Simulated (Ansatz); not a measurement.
A hypothetical phase is included: elements placed on a structure type, which no database files for this compound.

By PBEsol, the system below comes out a metal.

Without scattering a metal conducts by its projected Fermi surface.

Here is the system:

```
CELL_PARAMETERS angstrom
      4.34346     0.00000     0.00000
     -2.17173     3.76155     0.00000
      2.17173     1.25385     1.77321
ATOMIC_POSITIONS crystal
  Nb 0.00000 0.00000 0.00000
  P  0.00000 0.50000 0.50000
```

The cell was relaxed by PBE-D3(BJ); by PBEsol it stands under a pressure of 1.6 GPa.

The current flows along the normal of the first two printed cell vectors, the (111) plane of the conventional cell. No spin-orbit coupling; the value is a mean over 0.1 eV about the Fermi level.

Question: Estimate the ballistic conductance per area that PBEsol in Ansatz (a program for electronic structure) returns for this system.

Answer: 0.76 × 10¹⁵ S/m² for both spins.
